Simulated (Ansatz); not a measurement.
The parent structure is W in the bcc (W type) structure (space group Im-3m, No. 229; a = 3.169 Å; relaxed with 0.1 eV smearing). Axes: x, y, z lie along the cube axes.

Structures relaxed with r2SCAN in Ansatz (plane waves to 500 eV, PAW, no spin-orbit coupling).

Base:

Simulated powder pattern, Cu Kα1, λ = 1.54056 Å (kinematic, ideal powder, no thermal factors, no anomalous dispersion; the 8 strongest lines at most, above 2 %, up to 2θ = 90°):

| 2θ (°) | I/Imax (%) | hkl |
|---|---|---|
| 40.21 | 100 | (110) |
| 58.18 | 17 | (200) |
| 73.09 | 36 | (211) |
| 86.87 | 12 | (220) |

After one change:

Simulated powder pattern, Cu Kα1, λ = 1.54056 Å (kinematic, ideal powder, no thermal factors, no anomalous dispersion; the 8 strongest lines at most, above 2 %, up to 2θ = 90°):

```json
[
 {"2θ (°)": "39.74", "I/Imax (%)": "26"},
 {"2θ (°)": "40.22", "I/Imax (%)": "100"},
 {"2θ (°)": "40.70", "I/Imax (%)": "24"},
 {"2θ (°)": "58.19", "I/Imax (%)": "26"},
 {"2θ (°)": "72.45", "I/Imax (%)": "18"},
 {"2θ (°)": "72.77", "I/Imax (%)": "9.1"},
 {"2θ (°)": "73.74", "I/Imax (%)": "18"},
 {"2θ (°)": "86.88", "I/Imax (%)": "12"}
]
```

Which of these changes matches the shifts?
A) tensor shear ε_xy = +0.57 %
B) tensor shear ε_xy = +1.43 %
C) tensor shear ε_xy = +2.00 %
D) tensor shear ε_xy = +1.14 %

D, tensor shear ε_xy = +1.14 %. Its volume per atom is 15.91 Å³ against 15.91 Å³, and its space group is Fmmm (No. 69).

The cells carry an imposed strain or load. No phonon test of stability was made. All final runs are without spin polarisation.

Ansatz is a quantum-chemistry and plane-wave program.
